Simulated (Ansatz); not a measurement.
For SnO2 (model structure, started from the SiS2 type, I4/mcm, No. 140, 6 atoms in the cell), PBE (PAW; Ansatz, a first-principles code) gives:

```
Item                                     Value
------------------------------  --------------
equilibrium lattice constant a         5.874 Å
c axis length                          5.830 Å
formation enthalpy              -1.154 eV/atom
```

### Question
What does PBE-D3(BJ) (plane waves, PAW; Ansatz) give for the same quantities?

### Answer

- lattice constant a: 5.656 Å (shrinks by 3.7 %)
- lattice parameter c: 5.790 Å (shrinks by 0.7 %)
- formation enthalpy: -1.186 eV/atom (moves by -0.032 eV/atom)

Changes are worked out from the printed values.

Unless a cell is named, each level is at its own relaxed cell (PBE 16.76, PBE-D3(BJ) 15.43 Å³/atom).

Levels without +SOC leave out spin–orbit coupling, which shifts energies and cells of such heavy elements.

Ansatz's density-functional and Hartree–Fock values are scalar-relativistic unless marked +SOC, with PAW data made under PBE.

A model structure was made by putting elements into a prototype or built by hand; it is no filed structure, need not be a known phase, and can be a saddle point held by its symmetry.
